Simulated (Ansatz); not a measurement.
The parent structure is MoS2 in the 2H-MoS2 type structure (space group P6_3/mmc, No. 194; a = 3.149 Å, c = 12.091 Å; layered, stacked along the Cartesian z axis). Axes: x lies along a and z along c of the hexagonal cell.

(Cell as relaxed with PBE-D3(BJ).)

Levels (all Ansatz, an electronic-structure program, PAW, earlier PAW set): PBE-D3(BJ) (420 eV, no spin-orbit coupling); r2SCAN+rVV10 (500 eV, no SOC).

Each level relaxes its own structure.

```csv
base,PBE-D3(BJ),r2SCAN+rVV10
volume per atom,17.31 Å³,18.08 Å³
lattice parameter a,5.952 bohr,5.996 bohr
band gap,0.78 eV,1.01 eV
```

One thing is altered: compressive biaxial strain of 0.24 % in the plane normal to [001], as in epitaxy on a mismatched substrate; the out-of-plane cell vector and the atoms relax.

```csv
quantity,PBE-D3(BJ),r2SCAN+rVV10
hole mass,"1.0 mₑ out of plane, 0.63 mₑ in plane (at Γ)","0.85 mₑ out of plane, 0.71 mₑ in plane (at Γ)"
band gap,0.78 eV,1.02 eV
mean in-plane stress (compression positive),+0.7 GPa,+0.7 GPa
```

PBE-D3(BJ)'s band gap lies 0.24 eV below r2SCAN+rVV10's; the two agree on the in-plane stress. Neither level is exact; r2SCAN+rVV10 is the comparison here, not a measurement.

Masses are band curvatures over ±0.01 Å⁻¹ around the edge. No phonon test of stability was made.
